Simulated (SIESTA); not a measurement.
Input and output of a self-consistent single point for CsGeI3 (Cm, 5 atoms in the cell) (SIESTA).

Level of theory: LDA PW92, numerical atomic orbitals DZP, PseudoDojo LDA standard norm-conserving potentials (rewritten from UPF to PSML) (SIESTA).

The change in words: lattice scaled by 0.98; kgrid.MonkhorstPack: 4 4 4 → 8 8 8. Reference geometry:
```
CELL_PARAMETERS angstrom
      4.36642    -4.23686     0.00000
      4.36642     4.23686     0.00000
     -0.32524     0.00000     6.13785
ATOMIC_POSITIONS crystal
  Cs 0.91129 0.91129 0.59476
  Ge 0.37265 0.37265 0.13414
  I  0.41162 0.41162 0.58077
  I  0.91993 0.40881 0.09324
  I  0.40881 0.91993 0.09324
```

Reference input (self-consistent single point, DFT, LDA PW92, numerical atomic orbitals DZP, PseudoDojo LDA standard norm-conserving potentials (rewritten from UPF to PSML)): XC.functional = LDA; XC.authors = PW92; potentials = PseudoDojo LDA standard; PAO.BasisSize = DZP; PAO.EnergyShift = 0.01 Ry; MeshCutoff = 300 Ry; kgrid.MonkhorstPack = 4 4 4; OccupationFunction = FD; ElectronicTemperature = 10 K; MaxSCFIterations = 150; SCF.Mixer.Method = Broyden; SCF.Mixer.Weight = 0.2. This run's input differs from it in these lines:

```diff
@@ -11,7 +11,7 @@
 %endblock ChemicalSpeciesLabel
-LatticeConstant              6.084130 Ang
+LatticeConstant              5.962447 Ang
 %block LatticeVectors
-     0.717674507   -0.696378611    0.000000000
-     0.717674507    0.696378611    0.000000000
-    -0.053456780    0.000000000    1.008830022
+     0.717674472   -0.696378685    0.000000000
+     0.717674472    0.696378685    0.000000000
+    -0.053456744    0.000000000    1.008830099
 %endblock LatticeVectors
@@ -19,7 +19,7 @@
 %block AtomicCoordinatesAndAtomicSpecies
-    14.673246812   -0.000000000    6.898492270  1
-     6.067285327   -0.000000000    1.555871236  2
-     6.435891746   -0.000000000    6.736270598  3
-    10.906589030   -4.092282918    1.081477815  3
-    10.906589030    4.092282918    1.081477815  3
+    14.379780424    0.000000000    6.760522492  1
+     5.945938977   -0.000000000    1.524753827  2
+     6.307173396    0.000000000    6.601545252  3
+    10.688456036   -4.010437415    1.059848269  3
+    10.688456036    4.010437415    1.059848269  3
 %endblock AtomicCoordinatesAndAtomicSpecies
@@ -32,5 +32,5 @@
 %block kgrid.MonkhorstPack
-    4   0   0  0.0
-    0   4   0  0.0
-    0   0   4  0.0
+    8   0   0  0.0
+    0   8   0  0.0
+    0   0   8  0.0
 %endblock kgrid.MonkhorstPack
```

Output (repeated stretches shortened):

```
        iscf     Eharris(eV)        E_KS(eV)     FreeEng(eV)     dDmax    Ef(eV) dHmax(eV)
   scf:    1    -4132.924508    -4128.411041    -4128.411041  0.680618 -3.756373  3.764552
   scf:    2    -4128.858325    -4128.652422    -4128.652422  0.033642 -3.584752  2.308720
   scf:    3    -4128.867162    -4128.787374    -4128.787374  0.055561 -3.684829  0.586929
   scf:    4    -4128.812846    -4128.802393    -4128.802393  0.023173 -3.854725  0.126012
   scf:    5    -4128.803297    -4128.802922    -4128.802922  0.005509 -3.918531  0.029369
   scf:    6    -4128.803057    -4128.803016    -4128.803016  0.000960 -3.916645  0.020933
   scf:    7    -4128.803030    -4128.803024    -4128.803024  0.000401 -3.922299  0.012038
   scf:    8    -4128.803027    -4128.803026    -4128.803026  0.000185 -3.926554  0.002570
   scf:    9    -4128.803026    -4128.803026    -4128.803026  0.000057 -3.927573  0.000803
SCF Convergence by DM+H criterion
max |DM_out - DM_in|         :     0.0000568914
max |H_out - H_in|      (eV) :     0.0008026863
SCF cycle converged after 9 iterations

Using DM_out to compute the final energy and forces

siesta: E_KS(eV) =            -4128.8030

siesta: E_KS - E_eggbox =     -4128.8030

siesta: Atomic forces (eV/Ang):
     1   -0.010958    0.000000    0.001529
     2    0.657554   -0.000000   -0.487066
     3    0.056804   -0.000000    0.632636
     4   -0.352310    0.449715   -0.073906
     5   -0.352310   -0.449715   -0.073906
   Tot   -0.001220   -0.000000   -0.000713
   Max    0.657554
   Res    0.340279    sqrt( Sum f_i^2 / 3N )
   Max    0.657554    constrained

Stress tensor Voigt[x,y,z,yz,xz,xy] (kbar):        9.49        6.45        8.94        0.00       -2.43        0.00
   [... lines left out ...]
siesta: FreeEng =     -4128.803026
siesta: Cell volume =        213.744324 Ang**3
siesta:          -8.29153485         -3.36451779  kBar
   [... lines left out ...]
   5  6.790   1.689   0.109   1.518   1.726   1.543   0.055   0.026   0.061
              0.026   0.007   0.012   0.007   0.011

mulliken: Qtot =       44.000

Mulliken Atomic Populations:
Atom #   charge [q] valence [e]  Species
     1    -0.203874    9.203874  Cs
     2    -0.424600   14.424600  Ge
     3     0.208505    6.791495  I
     4     0.209984    6.790016  I
     5     0.209984    6.790016  I
 Total    -0.000000
```

The run converged in 9 iterations. Against the reference run the free energy falls by 30.3 meV/atom, the pressure goes from -1.80 to -0.83 GPa, the largest force goes from 0.337 to 0.818 eV/Å and the gap on the mesh goes from 0.954 to 0.753 eV.

The starting cell comes from a database of computed structures (which also holds hypothetical and non-ambient phases and stackings), without a prior relaxation at this level. Its lattice was rescaled by up to half a per cent. One atom was moved a little off its site on purpose. For this run, on top of that: lattice scaled by 0.98. Spin-orbit coupling is off. Values carry the incompleteness of an atom-centred basis. The basis of the alkali or alkaline-earth atoms may lack their empty d shell, which can raise the gap. Another mesh or the band path of this cell gives a smaller gap, so this value is not converged in the mesh.

Cost on one core of a shared machine: roughly 30 s.
